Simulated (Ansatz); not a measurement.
Consider WSe2 (space group P6_3/mmc, No. 194; a = 3.2305 Å, c = 12.4111 Å; layered, stacked along the Cartesian z axis).

Computed with plane-wave PAW DFT at the PBEsol-D3(BJ) level (Ansatz, a first-principles code, 420 eV), no spin-orbit coupling.

Strains are applied to the cell and any free atomic positions relax.

One change was made to it. Results:

The band gap decreases by 0.20 eV to 0.47 eV; the pressure (mean of the normal stresses, compression positive) goes from zero to 7.15 GPa; the energy goes up by 27 meV/atom; the largest internal atomic displacement amounts to 0.059 Å.

Which change produced these results?
(A) isotropic strain −1.20 %
(B) isotropic strain −2.40 %
(C) isotropic strain −1.80 %
(D) isotropic strain −3.00 %

B, isotropic strain −2.40 %. For comparison, the band gap in the other runs: isotropic strain −1.80 % gives 0.53 eV; isotropic strain −1.20 % gives 0.58 eV; isotropic strain −3.00 % gives 0.41 eV.

With W present, leaving out spin-orbit coupling can change the band edges. Gaps are read on the SCF mesh and a high-symmetry path. Stability against distortions was not tested.
